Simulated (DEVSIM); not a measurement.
Model (solved in DEVSIM): 1D drift-diffusion, Boltzmann statistics, complete ionisation; no tunnelling, impact ionisation, image-force lowering or self-heating.

Device: GaP p-i-n diode, at 400 K.

| layer (left to right) | material | thickness (μm) | Nd (cm⁻³) | Na (cm⁻³) | τn (s) | τp (s) |
|---|---|---|---|---|---|---|
| 1 | GaP | 0.160 | - | 6.8e17 | 1e-7 | 1e-7 |
| 2 | GaP | 5.60 | 3.2e13 | - | 1e-7 | 1e-7 |
| 3 | GaP | 0.670 | 1.1e18 | - | 1e-7 | 1e-7 |

Left contact: ohmic. Right contact: ohmic. Voltage is applied to the left contact. Recombination: SRH at mid-gap, radiative, Auger. Mobility is constant in doping. Where it depends on doping, it is μmin + (μ − μmin)/(1 + (N/Nref)^α).

The device is made up for the run: typed textbook-type constants, with dimensions and the other settings drawn at random. Values at 300 K; Nc and Nv go as T^1.5, mobilities as T to minus their exponent, the gap by Varshni's rule with the affinity fixed. The table also holds parameters that only a changed run uses.

```tsv
parameter	GaP
gap (eV)	2.26
affinity (eV)	3.8
permittivity	11.1
Nc (cm⁻³)	1.8e19
Nv (cm⁻³)	1.9e19
μn (cm²/Vs)	250
μp (cm²/Vs)	150
μn,min	10
μp,min	10
Nref,n	4.4e18
Nref,p	1e18
αn	0.8
αp	0.85
T exponent of μn	1.6
T exponent of μp	1.98
B (cm³/s)	1e-13
Cn (cm⁶/s)	1e-30
Cp (cm⁶/s)	1e-30
Varshni α (eV/K)	0.00058
Varshni β (K)	372
```

One input was changed, with this effect: dark forward voltage at 100 A/cm² 1.795 → 1.784 V; potential step across the device at zero bias little changed (1.977 V); dark forward voltage at 1 A/cm² 1.557 → 1.541 V.

Which change was it?
A. doping Na of layer 1 6.8e+17 → 2e+16 cm^-3
B. doping-dependent mobility in place of the constant one
C. doping Nd of layer 3 1.1e+18 → 3.3e+16 cm^-3
D. thickness of layer 1 0.16 → 0.056 μm
E. temperature 400 → 450 K
F. doping Nd of layer 2 3.2e+13 → 9.6e+13 cm^-3
G. Auger recombination switched off

D, thickness of layer 1 0.16 → 0.056 μm
